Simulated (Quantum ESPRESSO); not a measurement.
A self-consistent single point of C₃N₄ (R3m, 7 atoms in the cell) with Quantum ESPRESSO.

Computed with PBEsol, SSSP 1.1.2 precision (PBE) pseudopotentials (plane waves; Quantum ESPRESSO).

```yaml
crystal:
  lattice:
    - [2.42164, 1.39813, 3.61279]
    - [-2.42164, 1.39813, 3.61279]
    - [0.00000, -2.79627, 3.61279]
  atoms:
    - { symbol: C, position: [0.49006, 0.49006, 0.01933] }
    - { symbol: C, position: [0.01933, 0.49006, 0.49006] }
    - { symbol: C, position: [0.49006, 0.01933, 0.49006] }
    - { symbol: N, position: [0.65970, 0.17012, 0.17012] }
    - { symbol: N, position: [0.17012, 0.65970, 0.17012] }
    - { symbol: N, position: [0.17012, 0.17012, 0.65970] }
    - { symbol: N, position: [0.66560, 0.66560, 0.66560] }
```

Reference input (self-consistent single point, DFT, LDA (PZ), plane waves, GBRV 1.5 ultrasoft (LDA) pseudopotentials): ecutwfc = 40 Ry; ecutrho = 200 Ry; occupations = smearing; smearing = fermi-dirac; degauss = 0.000734986 Ry; potentials = {C: c_lda_v1.2.uspp.F.UPF, N: n_lda_v1.2.uspp.F.UPF}; K_POINTS = automatic 6 6 6 0 0 0; conv_thr = 1e-11 Ry; mixing_beta = 0.7. This run's input differs from it in these lines:

```diff
@@ -13,4 +13,4 @@
     ntyp = 2
-    ecutwfc = 40
-    ecutrho = 200
+    ecutwfc = 75
+    ecutrho = 600
     occupations = 'smearing'
@@ -18,2 +18,3 @@
     degauss = 0.000734986
+    input_dft = 'pbesol'
 /
@@ -24,4 +25,4 @@
 ATOMIC_SPECIES
-C     12.0110  c_lda_v1.2.uspp.F.UPF
-N     14.0070  n_lda_v1.2.uspp.F.UPF
+C     12.0110  C.pbe-n-kjpaw_psl.1.0.0.UPF
+N     14.0070  N.oncvpsp.upf
 ATOMIC_POSITIONS angstrom
```

Output, abridged:

```
     Self-consistent Calculation

     iteration #  1     ecut=    75.00 Ry     beta= 0.70

     total energy              =    -136.60173403 Ry
     estimated scf accuracy    <       0.85805025 Ry

     iteration #  2     ecut=    75.00 Ry     beta= 0.70

     total energy              =    -136.74911720 Ry
     estimated scf accuracy    <       0.80642811 Ry

     iteration #  3     ecut=    75.00 Ry     beta= 0.70

     total energy              =    -136.90167196 Ry
     estimated scf accuracy    <       0.02515010 Ry

   [... 8 blocks of this kind left out ...]

     iteration # 12     ecut=    75.00 Ry     beta= 0.70

     total energy              =    -136.91508224 Ry
     estimated scf accuracy    <          3.5E-11 Ry

     iteration # 13     ecut=    75.00 Ry     beta= 0.70
     End of self-consistent calculation

     the Fermi energy is     5.1793 ev

!    total energy              =    -136.91508224 Ry
     estimated scf accuracy    <          1.9E-12 Ry
     smearing contrib. (-TS)   =       0.00000000 Ry
     internal energy E=F+TS    =    -136.91508224 Ry

     convergence has been achieved in  13 iterations

     Forces acting on atoms (cartesian axes, Ry/au):

     atom    1 type  1   force =    -0.00000000   -0.01839124    0.00001520
     atom    2 type  1   force =     0.01592728    0.00919562    0.00001520
     atom    3 type  1   force =    -0.01592728    0.00919562    0.00001520
     atom    4 type  2   force =    -0.02713000   -0.01566351   -0.00045390
     atom    5 type  2   force =     0.02713000   -0.01566351   -0.00045390
   [... lines left out ...]

     Total force =     0.062938     Total SCF correction =     0.000002

          total   stress  (Ry/bohr**3)                   (kbar)     P=     -111.95
  -0.00112165  -0.00000000  -0.00000000         -165.00       -0.00       -0.00
  -0.00000000  -0.00112165   0.00000000           -0.00     -165.00        0.00
  -0.00000000   0.00000000  -0.00003978           -0.00        0.00       -5.85

   JOB DONE.
```

The run converged in 13 iterations. Against the reference run the pressure goes from -15.34 to -11.20 GPa, the largest force goes from 1.184 to 0.806 eV/Å and the gap on the mesh goes from 1.324 to 1.372 eV.

The starting cell comes from a database of computed structures (which also holds hypothetical and non-ambient phases and stackings), without a prior relaxation at this level. Its lattice was rescaled by a random factor within 2.5 % of one. With a pressure of about -11 GPa the cell is away from its equilibrium volume at this level.

Cost on one core of a shared machine: roughly 40 s.
